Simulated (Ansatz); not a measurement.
The starting structures come from a database of crystals and need not be the phases stable at ambient conditions.

 Where the default PAW files enter, the runs use the earlier of Ansatz's two default sets.

The decay constant κ of evanescent states in the gap governs leakage through a thin film.

Given:

```yaml
crystal:
  lattice:
    - [4.38600, 0.00000, 0.00000]
    - [0.00000, 9.38707, 0.00000]
    - [0.00000, 0.00000, 2.83802]
  atoms:
    - { symbol: Al, position: [0.54942, 0.64337, 0.25000] }
    - { symbol: Al, position: [0.45058, 0.35663, 0.75000] }
    - { symbol: Al, position: [0.04942, 0.85663, 0.75000] }
    - { symbol: Al, position: [0.95058, 0.14337, 0.25000] }
    - { symbol: H, position: [0.91062, 0.40914, 0.25000] }
    - { symbol: H, position: [0.08938, 0.59086, 0.75000] }
    - { symbol: H, position: [0.41062, 0.09086, 0.75000] }
    - { symbol: H, position: [0.58938, 0.90914, 0.25000] }
    - { symbol: O, position: [0.20496, 0.30227, 0.25000] }
    - { symbol: O, position: [0.79504, 0.69773, 0.75000] }
    - { symbol: O, position: [0.70496, 0.19773, 0.75000] }
    - { symbol: O, position: [0.29504, 0.80227, 0.25000] }
    - { symbol: O, position: [0.69583, 0.44534, 0.25000] }
    - { symbol: O, position: [0.30417, 0.55466, 0.75000] }
    - { symbol: O, position: [0.19583, 0.05466, 0.75000] }
    - { symbol: O, position: [0.80417, 0.94534, 0.25000] }
```

Space group of this cell: Pnma. The cell is taken as given; by PBEsol its mean pressure is 2.8 GPa.

Transport runs along the normal of the first two printed cell vectors.

No gap correction and no spin-orbit coupling; mid-gap values are interpolated between computed energies.

State the band gap and the smallest decay constant κ at mid-gap according to PBEsol (Ansatz, a program for electronic structure).

Gap 5.80 eV on a 8×4×10 mesh; κ = 0.390 1/Å, at the zone centre.
